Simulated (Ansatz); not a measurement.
**A computed series for InSb: response to strain**

Start from InSb in the zinc blende structure (space group F-43m, No. 216; a = 6.4497 Å).

Strains are applied to the cell and any free atomic positions relax.

The values are results of LDA, PAW, 420 eV (Ansatz, a first-principles code; no SOC), not measurements.

Notes on the quantities. energy relative to the base: free energy F.

```csv
isotropic strain (%),energy relative to the base (meV/atom)
-3,44.3
-2,19.0
-1.5,10.5
-1,4.6
-0.5,?
0,0.0
2,16.2
2.5,24.9
3,35.2
```

Task: Fit ΔE = Aε² + Bε³ (ε in %) to the rows shown and predict the withheld row.

Result: Least squares on the printed values gives A = 4.41 and B = -0.17 meV/atom (largest residual 0.1 meV/atom); this predicts 1.1 meV/atom, and the run gives 1.1 meV/atom, in agreement.

Stability against distortions was not tested. All final runs are without spin polarisation.
